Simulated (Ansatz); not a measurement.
# Point defect O vacancy + O vacancy in monoclinic HfO2

Calculation: PBE, PAW (plane waves to 420 eV; Ansatz, a quantum-chemistry and plane-wave program). Cell: 96 sites, 2×2×2 repeats of a cell of 12 atoms; final energies on a 2×2×2 shifted mesh. Sites at the start: the O(1) site; O(2) 2.55 Å away. Energies of charged states are corrected for periodic images (point charge plus alignment at distant sites). Dielectric constants: PBE linear response of the host. Host gap at this level: 4.04 eV. Finite-size and sampling errors can reach tenths of an eV here. The semilocal functional narrows the gap, so deep levels can fall outside it. Spin–orbit coupling is left out, which matters for these heavy elements. Each state is the lowest found from its start.

Formation energies E_f are given with the Fermi level at the valence-band maximum. Chemical conditions: Hf-rich (Δμ(O) = -5.19 eV; only phases computed here count, gases as isolated molecules at 0 K); O-rich (Δμ(O) = 0.00 eV; only phases computed here count, gases as isolated molecules at 0 K). Reference phases: O: O2 molecule in a box.

In at least one state atoms left their starting sites on relaxation (a large move, or an atom on the emptied site), so the name describes the start.

The name describes the start.

Charges with a result: +4, +2, +1, 0. Others weren't obtained, and one of them could lie lower, also by skipping a charge.

```
charge         moment (μB)  point group  largest move off a lattice site (Å)  image correction with alignment (eV)  E_f, Hf-rich (eV)  E_f, O-rich (eV)
------  ------------------  -----------  -----------------------------------  ------------------------------------  -----------------  ----------------
+4      not spin-polarised           C1                                 2.19                                  0.60              -8.34              2.04
+2      not spin-polarised           C1                                 0.22                                  0.01              -3.62              6.76
+1                     1.0           C1                                 0.14                                 -0.08              -1.01              9.37
0       not spin-polarised           C1                                 0.11                                  0.00               2.00             12.38
```

Point groups are those of the whole cell at tolerances of 0.03 and 0.1 Å ("near" where only the looser one holds); none is given for unsettled states.

Transition levels above the valence-band maximum: ε(+2/+1) = 2.61 eV; ε(+1/0) = 3.01 eV. With a charge missing or unsettled, these needn't be thermodynamic levels.

Flagged in the runs: a host whose relaxation on this sampling wasn't shown to rest, a strain field that reaches the edge of the cell.

All states together cost roughly 9 core-hours.
